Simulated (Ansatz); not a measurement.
System: CsCl-type KF (model structure). Method: LDA (Ansatz, a first-principles code, plane waves, PAW).

Numerical settings: plane-wave cutoff 500 eV, 10×10×10 k mesh, gaussian smearing 0.02 eV, scalar-relativistic PAW data made under PBE.

Cell (relaxed at this level):

```yaml
crystal:
  lattice:
    - [3.08352, 0.00000, 0.00000]
    - [0.00000, 3.08352, 0.00000]
    - [0.00000, 0.00000, 3.08352]
  atoms:
    - { symbol: K, position: [0.00000, 0.00000, 0.00000] }
    - { symbol: F, position: [0.50000, 0.50000, 0.50000] }
```

Task: Give the computed band gap.

Result: 
- band gap = 7.22 eV (on the SCF k mesh)

Note: the relaxation could raise the start's symmetry but not lower it, so the cell can be a saddle point.

Computed values are for the static lattice.

A model structure was made by putting elements into a prototype or built by hand; it is no filed structure, need not be a known phase, and can be a saddle point held by its symmetry.
